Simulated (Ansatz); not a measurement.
Results of LDA in Ansatz (PAW) for TiO2 (Pbca, No. 61).

Run with plane-wave cutoff 520 eV, 8×4×6 k mesh (along the axes of the cell as run), perturbation theory, no spin polarisation, scalar-relativistic PAW data made under PBE.

Computed at the level's own relaxed cell.

Problem. What does this level give for the electronic dielectric constant ε∞ (mean over three axes) and static dielectric constant (mean over three axes)?

Solution. 
electronic dielectric constant ε∞ (mean over three axes): 7.11
static dielectric constant (mean over three axes): 56.3

Note: the relaxation could not lower the start's symmetry, so the cell can be a saddle point above a distorted one.

Computing time: very roughly 5 core-hours.

Ansatz is a first-principles code.
